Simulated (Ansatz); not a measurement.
Structures of equal composition on the (100) surface of rock-salt TiN: Sc on all Ti sites of the second plane; Sc on all Ti sites of the top plane. The slabs share one bottom face, and each structure is named by its start. These are constructed structures in small cells; real faces may alloy, dewet or reconstruct in larger ones, and not all known structures of the face are among them. Slabs of about 10 Å, Fermi-Dirac smearing of 0.1 eV. Bottom of the slabs: a bare face, its two planes held. Relaxed from the named starts with such symmetry as they have, on meshes of like density; energies extrapolated to zero smearing; spin only where a row says so; no spin-orbit coupling, no U. Brackets mark spin-polarised runs, whose order is one that fits the cell.

These are r2SCAN, at the PBE geometry (plane waves to 500 eV, PAW; Ansatz, a first-principles code) values and carry that method's errors.

Put the candidates in order of energy per 1x1 cell, lowest first, for r2SCAN, at the PBE geometry.

Sc on all Ti sites of the top plane (0.000 eV), Sc on all Ti sites of the second plane (0.314 eV)
